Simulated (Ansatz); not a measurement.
An Ansatz (a first-principles code) run: CsSnBr3; PBE/PAW in Ansatz, no spin-orbit coupling, earlier PAW set.

Input:

Ansatz 0.2 input:
```yaml
crystal:
  lattice:
    - [5.8962431854, 0, 0]
    - [0, 5.8962431854, 0]
    - [0, 0, 5.8962431854]
  atoms:
    - { symbol: Cs, position: [0, 0, 0] }
    - { symbol: Sn, position: [0.5, 0.5, 0.5] }
    - { symbol: Br, position: [0, 0.5, 0.5] }
    - { symbol: Br, position: [0.5, 0.5, 0] }
    - { symbol: Br, position: [0.5, 0, 0.5] }
basis: { ecutwfc: 420, ecutrho_ratio: 4, xc_grid: 2, fft_grid_basis: typed }
kpoints: { mp_grid: { grid: [6, 6, 6] } }
hamiltonian:
  xc: pbe
  dispersion: none
  pseudopotentials: { azcp: { folder: ./paw }, kind: paw }
scf: { occupations: { method: fermi_dirac, width: 0.05 }, convergence: { dr2_threshold: 0.0000000005 } }
output: { forces: true, stress: true }
checkpoint: { write: state.ck, write_every: 1000 }
```

Output (explanatory and most iteration lines left out):

```
Pseudopotential: Cs, paw, valence charge 9
Pseudopotential: Sn, paw, valence charge 14
Pseudopotential: Br, paw, valence charge 7
Crystal: 5 atoms, lattice volume = 204.987 Å³
Basis set: ecut = 420 eV, 3959 PW (Γ), exchange–correlation on 80×80×80 points (8 copies of the dense FFT grid, shifted against one another)
Bands: 27, of which v1, the nominal top of the filled ones, is band 22 counted from 1 (21 counted from 0)
Symmetry: 48 space group operations
Space group: Pm-3m (ITA 221), of the structure as read, at distance tolerance 5.9e-5 Å
k-points: 20 of 216
Functional: x = pbe(κ = 0.804, μ = 0.2195149727645171), c = pbe(β = 0.06672455060314922)
SCF iter   1: F=—  HF=-20051.847186 eV  |F-HF|=—  |Δ(HF+E_count)|=         —  Δρ=2.15e-2  dr2=1.81e0  ethr=3.10e-3  ⟨swp⟩=7.0  Hψ=2569  notcnv=0
SCF iter   2: F=—  HF=-20051.257440 eV  |F-HF|=—  |Δ(HF+E_count)|=   5.90e-1  Δρ=9.80e-3  dr2=5.39e-1  ethr=3.10e-3  ⟨swp⟩=4.0  Hψ=1289  notcnv=0  defer=7
SCF 1 converged in 9 iterations: F = -20050.995838 eV  dr2 = 2.58e-10
SCF converged after 9 iterations
Free energy (F): -20050.995838 eV
Internal energy: -20050.995816 eV  (E = F + TS)
E sigma→0 (E₀):  -20050.995827 eV
Entropy (-TS):   -0.000021 eV (-0.004 meV/atom)
Fermi energy:    4.415009 eV
--- Forces (eV/Å), atoms counted from 1 ---
  atom   1  Cs    -0.00000000     0.00000000     0.00000000
  atom   2  Sn     0.00000000     0.00000000     0.00000000
  atom   3  Br     0.00000000    -0.00000000     0.00000000
  atom   4  Br     0.00000000     0.00000000     0.00000000
  atom   5  Br     0.00000000     0.00000000     0.00000000
--- Stress (GPa, compression-positive) ---
        0.000606       0.000000       0.000000
       -0.000000       0.000606       0.000000
        0.000000       0.000000       0.000606
  P = ⅓ Tr σ = 0.0006 GPa (0.006 kbar)
```

Whether these cells are dynamically stable was not tested. The cell is CsSnBr3 in the cubic perovskite structure (space group Pm-3m, No. 221). Many cubic perovskites are stable only at high temperature; tilts and polar distortions were not tested.
